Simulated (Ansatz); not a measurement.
The starting structures come from a database of crystals and need not be the phases stable at ambient conditions.

```
O2Si
1.0
    4.11412     0.00000     0.00000
    0.00000     5.08125     0.00000
    0.00000     0.00000     4.52716
Si O
4 8
Cartesian
  2.05706   3.31455   3.39537
  2.05706   1.76670   1.13179
  0.00000   4.30732   1.13179
  0.00000   0.77393   3.39537
  3.00701   1.94317   2.62562
  1.10711   3.13808   1.90154
  3.16417   0.59745   0.36204
  0.94995   4.48380   4.16512
  0.94995   0.59745   1.90154
  3.16417   4.48380   2.62562
  1.10711   1.94317   4.16512
  3.00701   3.13808   0.36204
```

Space group of this cell: Pbcn. The cell is taken as given; by r2SCAN its mean pressure is -9.7 GPa.

Level of theory: r2SCAN (plane waves, PAW; Ansatz, an electronic-structure program).

The current runs along the normal of the first two printed vectors; no spin-orbit coupling. Scaled by the factor s: the length along the current (ions clamped). Meshes 8×6×8 and 8×6 across the current in all rows.

| s | mean pressure (GPa) | band gap (eV) |
|---|---|---|
| 0.97 | 1.0 | 6.85 |
| 1.00 | -9.7 | 6.20 |
| 1.03 | -18.4 | ? |

**Question.** Take the slope of the band gap against ln s from the two given rows, extrapolate to s = 1.03, and say what the run there gives.

**Answer.** Slope = (6.85 − 6.20) / ln 0.97 = -21.3 eV. The line gives 6.20 + (-21.3) × ln 1.03 = 5.57 eV. The run gives 5.55 eV, 0.02 eV under the line, 3 % of the predicted step.
